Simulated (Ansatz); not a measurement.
The parent structure is GaN in the zinc blende structure (space group F-43m, No. 216).

```yaml
crystal:
  lattice:
    - [0.00000, 2.22769, 2.22769]
    - [2.22769, 0.00000, 2.22769]
    - [2.22769, 2.22769, 0.00000]
  atoms:
    - { symbol: Ga, position: [0.00000, 0.00000, 0.00000] }
    - { symbol: N, position: [0.25000, 0.25000, 0.25000] }
```

Cartesian axes are those of the cell as printed.

The values are results of LDA/PAW in Ansatz (an electronic-structure program), no SOC, not measurements.

The change: uniaxial strain ε_zz = −0.50 %, all other strain components held at zero; the atoms relax in the strained cell.

Question: Predict the stress tensor and what it implies for the stiffness.

Answer: Stress of the strained cell less that of the base (GPa, compression positive):
```
   0.81    0.00    0.00
   0.00    0.81    0.00
   0.00    0.00    1.45
```

Then −Δσ_ii/ε with ε = -0.0050 gives relaxed-ion elastic constants: C33 ≈ 291 GPa, C13 ≈ 162 GPa and C23 ≈ 162 GPa.

Stability against distortions was not tested. This is not the structure that GaN has at room temperature and ambient pressure.
